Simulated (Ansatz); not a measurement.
Input:

```
CELL_PARAMETERS angstrom
      0.00000     2.50999     2.50999
      2.50999     0.00000     2.50999
      2.50999     2.50999     0.00000
ATOMIC_POSITIONS crystal
  Sr 0.00000 0.00000 0.00000
  O  0.50000 0.50000 0.50000
```

No spin polarisation.

Calculations: PBEsol, PAW, 420 eV (Ansatz, a program for electronic structure; no SOC). Settings: 11×11×11 k-points, 0.05 eV Fermi–Dirac smearing.

Problem. Predict the band gap, width of the top valence band, gap character and space group.

Solution. The band gap comes out as 3.15 eV and the width of the top valence band is 1.27 eV. The gap character is indirect, Γ → X. The space group comes out as Fm-3m (No. 225).

The cells carry an imposed strain or load. No phonon test of stability was made. The cell was made from SrO in the rock salt structure (space group Fm-3m, No. 225) by this change: isotropic strain −2.00 %.
